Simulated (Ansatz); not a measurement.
The reference is GaCuSe2 in the chalcopyrite structure (space group I-42d, No. 122; a = 5.570 Å, c = 11.075 Å). Axes: x, y, z lie along a, b, c of the conventional cell.

Level of theory: PBEsol (Ansatz, a program for electronic structure), no SOC.

For the base:

The valence-band top at Γ is 0.00, -0.09, -0.09 eV. The band gap is 0.12 eV.

One thing is altered: tensor shear ε_xz = +0.80 % (engineering shear γ = 0.0160), atoms relaxed at fixed cell.

Q: What does the calculation give for the valence-band top at Γ after the change?

A: The valence-band top at Γ (three highest levels, from the VBM) changes from 0.00, -0.09, -0.09 eV to 0.00, -0.10, -0.11 eV.

Q: What does the calculation give for the band gap after the change?

A: The band gap shrinks by 0.01 eV, from 0.12 eV to 0.11 eV.

Q: What does the calculation give for the stress after the change?

A: The stress (xx, yy, zz, yz, xz, xy; compression positive) comes out as (0.00, 0.00, 0.00, 0.00, -0.67, 0.00) GPa.

Q: Estimate the effect on the energy relative to the base.

A: The energy goes up by 0.7 meV/atom.

The cells carry an imposed strain or load. No phonon test of stability was made. The final runs are not spin-polarised. A zero or small gap of GaCuSe2 can be the functional's error rather than a property of the material.
